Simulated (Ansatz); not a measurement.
Levels about the gap of amorphous Hf18O37Ba (56 atoms in a cell of 739 Å³, 8.85 g/cm³; zone centre alone, so wide bands show as single levels with stretches between that a denser mesh fills), at the geometry that PBE relaxed, where it gives 1.7 GPa on a denser mesh. Exact exchange is cut at the faces of this small cell, which leaves a finite-size error. The participation number counts the atoms over which a state spreads; weights are charges in smoothed Voronoi cells. The levels come from a single point, so bond lengths are those of that geometry. Method of the levels: HSE06, scalar-relativistic without spin-orbit coupling (Ansatz, a quantum-chemistry and plane-wave program). Sampling: the zone centre alone; Fermi-Dirac width 0.02 eV; no spin polarisation.

The cell was made by melting and quenching with the CHGNet potential and then relaxed with DFT. O atoms were pushed apart under 1.9 Å during the dynamics, to hinder bonds among them. The hot cell started wider than the set density and was brought back towards it in steps. It is the lowest in DFT energy of 2 quenches. It is a model cell: composition and starting density were chosen by hand, and all elements were melted together. No dispersion term was used. Its density started from a set value of 8.86 and ended at 8.85 g/cm³. The quench (nominally 300 K/ps over its main leg) was far faster than any real one, so the model tends to hold more defects than a real film. Values belong to this one cell and scatter from quench to quench. The volume was held where the preparation left it and the shape relaxed, at a PBE pressure of 1.7 GPa. Stress components on the final sampling reach 1.8 GPa.

```tsv
E - E(highest filled), eV	filling	participation number	largest on	weight O	weight Hf	weight Ba
-0.34	filled	15.4	O, 4 neighbours	0.95	0.05	0.00
-0.32	filled	10.5	O, 4 neighbours	0.95	0.05	0.00
-0.28	filled	16.7	O, 3 neighbours	0.95	0.05	0.00
-0.18	filled	19.8	O, 3 neighbours	0.96	0.04	0.00
-0.10	filled	20.5	O, 4 neighbours	0.95	0.05	0.00
-0.07	filled	8.7	O, 4 neighbours	0.94	0.06	0.00
0.00	filled	15.9	O, 3 neighbours	0.95	0.05	0.00
5.65	empty	13.6	Hf, 6 neighbours	0.41	0.59	0.01
5.76	empty	34.6	Hf, 6 neighbours	0.50	0.49	0.02
5.89	empty	16.8	Hf, 6 neighbours	0.41	0.58	0.01
6.07	empty	31.0	Hf, 8 neighbours	0.42	0.58	0.00
6.09	empty	31.0	Hf, 6 neighbours	0.39	0.59	0.01
6.25	empty	23.8	Hf, 6 neighbours	0.44	0.55	0.01
6.28	empty	20.2	Hf, 7 neighbours	0.41	0.59	0.00
```

Most localised among these is the filled level at -0.07 eV, on a O atom, which has 4 neighbours (Hf 2.09 Å, Hf 2.14 Å, Hf 2.18 Å, Ba 2.97 Å).
